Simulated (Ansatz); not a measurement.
The reference is MgO in the rock salt structure (space group Fm-3m, No. 225; a = 4.214 Å). Axes: x, y, z lie along the cube axes.

Calculations: Ansatz (an electronic-structure program), PBEsol, PAW, cutoff 420 eV, no spin-orbit coupling.

Modification: the cell is compressed by 0.50 % along z with no lateral relaxation; the atoms relax in the strained cell.

Question: Predict the stress tensor and what it implies for the stiffness.

Answer: Stress of the strained cell less that of the base (GPa, compression positive):
```
   0.45    0.00    0.00
   0.00    0.45    0.00
   0.00    0.00    1.51
```

Then −Δσ_ii/ε with ε = -0.0050 gives relaxed-ion elastic constants: C33 ≈ 302 GPa, C13 ≈ 91 GPa and C23 ≈ 91 GPa.

No phonon test of stability was made.
